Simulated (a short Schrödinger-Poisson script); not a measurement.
System: MOS inversion layer, HfO2 on p-type Si(100), at 300 K.

From the gate side: 12.1 nm HfO2; 1200 nm Si, acceptors 1.3e17 cm⁻³.

The device is made up for the run: typed textbook-type constants, with dimensions and the other settings drawn at random. HfO2: permittivity 22, conduction-band edge (eV) 1.55, gap (eV) 5.7, electron mass (mₑ) 0.2. Si: permittivity 11.7, conduction-band edge (eV) 0, gap (eV) 1.124, Nv at 300 K (cm⁻³) 3.1e19.

Channel valleys (confinement mass, in-plane density-of-states mass, number): Δ2 0.916, 0.19, 2; Δ4 0.19, 0.417, 4. At the gate the conduction-band edge of layer 1 lies 1.62 eV − eVg above the Fermi level of the channel; the field vanishes at the back. Gaps are held at their typed values at every temperature. Mesh 0.03 nm at interfaces.

From a short Schrödinger-Poisson script (our own, NumPy): 1D Poisson equation in equilibrium, electrons quantum, Hartree (BenDaniel-Duke, 12 states a valley, the channel's in-plane mass for all, wave functions ending at the dielectric), parabolic valleys, classical holes, full ionisation, no traps, pinning or gate leakage.

```tsv
Vg (V)	electrons (cm⁻²)	C (μF/cm²)	Δ2 E0 (meV from the Fermi level)	Δ4 E0 (meV from the Fermi level)
0	1.02e9	0.115	237.9	274.8
0.1	2.91e10	0.237	149.9	188.5
0.2	2.93e11	0.749	88.1	129.8
0.3	8.43e11	1.02	57.7	104.1
0.4	1.51e12	1.13	39.4	90.7
0.5	2.24e12	1.20	26.2	82.1
0.6	3.00e12	1.24	15.7	76.0
0.7	3.77e12	1.26	6.9	71.3
0.8	4.57e12	1.29	-0.8	67.5
0.9	5.38e12	1.30	-7.8	64.3
1	6.19e12	1.31	-14.3	61.5
1.1	7.02e12	1.33	-20.3	59.0
1.2	7.85e12	1.34	-26.0	56.8
1.3	8.68e12	1.34	-31.4	54.7
1.4	9.52e12	1.35	-36.6	52.7
1.5	1.04e13	1.36	-41.6	50.9
1.6	1.12e13	1.36	-46.5	49.2
```

Gate voltages with under 1e9 electrons/cm² are left out.

Problem. At Vg = 1.6 V the lowest Δ2 subband lies at -46.5 meV from the Fermi level. How many electrons does it hold, and what share of all?

Solution. The two-dimensional density of states is g m/(πħ²) = 1.59e11 cm⁻² meV⁻¹ (both spins), kT = 25.9 meV, so n = D kT ln(1 + exp(−E/kT)) = 8.02e12 cm⁻², 0.71 of the 1.12e13 cm⁻² in all.

Problem. Compare the slope of the sheet density between 1.4 and 1.6 V with the geometric capacitance of the layers between gate and channel.

Solution. q Δn/ΔV = 1.35 μF/cm²; ε0/Σ(t/ε) = 1.61 μF/cm². The ratio is 0.84: the channel acts as a further capacitance in series.
